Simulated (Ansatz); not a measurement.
# hcp Gd

Calculation: PBE (Ansatz, a quantum-chemistry and plane-wave program, PAW).

Settings: plane-wave cutoff 520 eV, 18×18×10 k mesh (along the axes of the cell as run), Fermi–Dirac smearing 0.05 eV, spin-polarised with parallel moments, scalar-relativistic PAW data made under PBE.

Cell: relaxed at this level.

- equilibrium volume per atom: 33.64 Å³/atom
- bulk modulus B0: 33.7 GPa
- equilibrium lattice constant a: 3.648 Å
- c axis length: 5.836 Å
- band gap: none
- magnetic moment per atom (the cell's total over its atoms): 7.66 μB
- pressure derivative B′ of the bulk modulus: 3.4

Measured, for comparison: equilibrium volume per atom 33.05 Å³/atom (room temperature, no zero-point or thermal correction; as tabulated in Söderlind et al. (2014), doi:10.1088/0953-8984/26/41/416001); bulk modulus 37.9 GPa (room temperature, no zero-point or thermal correction; as tabulated in Wikipedia's data pages); lattice constant a 3.634 Å (293 K, no zero-point or thermal correction, our sources range from 3.634 to 3.640; as tabulated in Wikipedia's data pages); lattice parameter c 5.782 Å (293 K, no zero-point or thermal correction; as tabulated in Wikipedia's data pages). Computed (rounded) less measured: equilibrium volume per atom +1.8 %, bulk modulus -11 %, lattice constant a +0.4 % (+0.2 % to +0.4 % over the range), lattice parameter c +0.9 %.

Note: the 4f shell is treated without U or exact exchange, so its levels and filling can be wrong; the collinear magnetic order is the start's and need not be the measured one; the bulk modulus comes from volumes at which shape and atoms were relaxed.

Moments are spin moments.

Spin–orbit coupling is not included.
